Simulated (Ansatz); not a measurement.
Consider InSb in the zinc blende structure (space group F-43m, No. 216; a = 6.556 Å). Axes: x, y, z lie along the cube axes.

Calculations: DFT with r2SCAN, PAW potentials and a 500 eV plane-wave cutoff in Ansatz (an electronic-structure program), without spin-orbit coupling.

Before the change:

```
Property            Value
---------------  --------
Volume per atom  35.23 Å³
Pressure          0.0 GPa
```

The change: biaxial strain −0.83 %, plane normal [111], relaxed out of plane (Cartesian); in-plane vectors clamped, the third vector and the atoms free.

**Question.** Predict the new volume per atom.

**Answer.** The volume per atom drops by 0.414 Å³ to 34.81 Å³.

**Question.** Predict the new pressure.

**Answer.** The pressure (mean of the normal stresses, compression positive) goes from zero to 0.5 GPa.

**Question.** How does this affect the energy relative to the base?

**Answer.** The energy grows by 1.4 meV/atom.

Stability against distortions was not tested. The final runs are not spin-polarised. Gaps under 0.05 eV, about the width of the smearing, are given as zero.
